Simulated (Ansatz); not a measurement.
Results of r²SCAN (PAW; Ansatz, a quantum-chemistry and plane-wave program) for LaN (P4/nmm, No. 129, 4 atoms in the cell; start mp-1018049; a measured phase of this formula has another space group).

Numerical settings: plane-wave cutoff 560 eV, 8×8×10 k mesh (along the axes of the cell as run), Fermi–Dirac smearing 0.01 eV, scalar-relativistic PAW data made under PBE.

Cell (relaxed at this level):

```yaml
crystal:
  lattice:
    - [4.44343, 0.00000, 0.00000]
    - [0.00000, 4.44343, 0.00000]
    - [0.00000, 0.00000, 3.69721]
  atoms:
    - { symbol: La, position: [0.50000, 0.00000, 0.26834] }
    - { symbol: La, position: [0.00000, 0.50000, 0.73166] }
    - { symbol: N, position: [0.50000, 0.50000, 0.00000] }
    - { symbol: N, position: [0.00000, 0.00000, 0.00000] }
```

Q: Estimate the band gap and smallest direct gap on the k points sampled that the calculation returns.

A: 
- band gap: 1.86 eV
- smallest direct gap on the k points sampled: 2.15 eV

Spin–orbit coupling is not included.

Static lattice: no zero-point or thermal effects.

A start named mp-… is a Materials Project structure, which need not be a measured phase.
